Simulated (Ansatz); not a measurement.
**How far to go with shifted k-point meshes: CdHOF (P1, 8 atoms in the cell)**

```xyz
8
Lattice="3.5520 0.0000 0.0000 0.0000 4.8689 0.0000 -0.0082 0.0000 5.6561" Properties=species:S:1:pos:R:3 pbc="T T T"
Cd     2.6500     3.6737     4.1980
Cd     0.8938     1.2393     1.5081
H      2.6607     3.3312     1.5407
H      0.8831     0.8967     4.1154
O      0.8764     0.1049     3.5050
O      2.6674     2.5394     2.1511
F      0.8767     2.3359     5.0577
F      2.6672     4.7703     0.5984
```

Method: PBEsol, default PAW files made with PBE (plane waves; Ansatz, a quantum-chemistry and plane-wave program).

Base settings: basis.ecutwfc = 420 eV; kpoints.mp_grid.grid = 7 5 5; hamiltonian.xc = pbesol; hamiltonian.pseudopotentials = {kind: paw} (the program's default PAW files); scf.occupations.method = fixed.

In this ladder: kpoints.mp_grid.shift = 0.5 0.5 0.5.

Shifted meshes do not hold Γ, so a gap read on them misses any band edge there.

Only quantities that move along the ladder and can be compared are tabulated.

The starting cell comes from a database of computed structures (which also holds hypothetical and non-ambient phases and stackings), without a prior relaxation at this level. Its lattice was rescaled by up to half a per cent. One atom was moved a little off its site on purpose. In the base run, with a pressure of about -6 GPa the cell is away from its equilibrium volume at this level. Ansatz's pressure includes its estimate of the finite-basis (Pulay) stress.

| kpoints.mp_grid.grid | free energy less the last step's (meV/atom) | pressure (GPa) | largest difference of a force vector from the last step's (eV/Å) | gap on the mesh (eV) |
|---|---|---|---|---|
| 2 1 1 | -27.85 | -6.19 | 0.147 | 6.044 |
| 2 2 1 | -22.23 | -6.22 | 0.123 | 5.517 |
| 2 2 2 | -19.20 | -6.21 | 0.046 | 4.437 |
| 3 2 2 | -2.68 | -5.95 | 0.012 | 3.867 |
| 3 3 2 | -2.27 | -5.94 | 0.012 | 3.561 |
| 4 3 3 | -0.34 | -5.91 | 0.003 | 2.952 |
| 5 3 3 | -0.12 | -5.91 | 0.002 | 2.792 |
| 5 4 3 | -0.04 | -5.91 | 0.001 | 2.651 |
| 5 4 4 | -0.03 | -5.91 | 0.001 | 2.525 |
| 6 5 4 | 0.01 | -5.92 | 0.000 | 2.335 |
| 7 5 4 | 0.01 | -5.92 | 0.000 | 2.252 |
| 7 5 5 | 0.01 | -5.92 | 0.000 | 2.185 |
| 8 6 5 | 0.00 | -5.92 | 0.000 | 2.082 |
| 9 7 6 | 0.00 | -5.92 | 0.000 | 1.980 |
| 10 7 6 | 0.00 | -5.92 | 0.000 | 1.951 |
| 11 8 7 | 0.00 | -5.92 | 0.000 | 1.884 |
| 12 9 8 | -0.01 | -5.92 | 0.000 | 1.840 |
| 15 11 9 | 0.00 | -5.92 | 0.000 | 1.778 |
| 18 13 12 | 0.00 | -5.92 | 0.000 | 1.733 |

Coarsest kpoints.mp_grid.grid that holds the free energy within 1 meV/atom of the last step, with all finer ones: 4 3 3; the step before is off by 2.3 meV/atom.

Coarsest kpoints.mp_grid.grid that holds the forces within 0.005 eV/Å of the last step, with all finer ones: 4 3 3; the step before is off by 0.012 eV/Å.

Two neighbours can agree and both be off: 2 1 1 and 2 2 1 differ by 0.03 GPa in the pressure, yet lie about 0.31 GPa from the last step.

Left out of this page: 1 run of the series stopped by limits of time or memory.

Keys are those of Ansatz 0.2.
